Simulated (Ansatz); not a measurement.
Structures of equal composition on the (111) surface of germanium: Si on one of 1 atoms of the third shell, H on every dangling bond; Si on all surface atoms, H on every dangling bond; Si on all atoms bonded under the surface atoms, H on every dangling bond. The slabs share one bottom face, and each structure is named by its start. These are constructed structures in small cells; real faces may alloy, dewet or reconstruct in larger ones, and not all known structures of the face are among them. Slabs of about 15 Å, Fermi-Dirac smearing of 0.025 eV. Bottom of the slabs: built like the top, H on every dangling bond, free. Relaxed from the named starts with such symmetry as they have, on meshes of like density; energies extrapolated to zero smearing; spin only where a row says so; no spin-orbit coupling, no U. Brackets mark spin-polarised runs, whose order is one that fits the cell.

All values below come from PBE (plane waves to 420 eV, PAW; Ansatz, an electronic-structure program).

Question: Rank these by energy per 1x1 cell (lowest first), as PBE gives it.

Answer: Si on all surface atoms, H on every dangling bond (0.000 eV), Si on all atoms bonded under the surface atoms, H on every dangling bond (0.128 eV), Si on one of 1 atoms of the third shell, H on every dangling bond (0.139 eV)
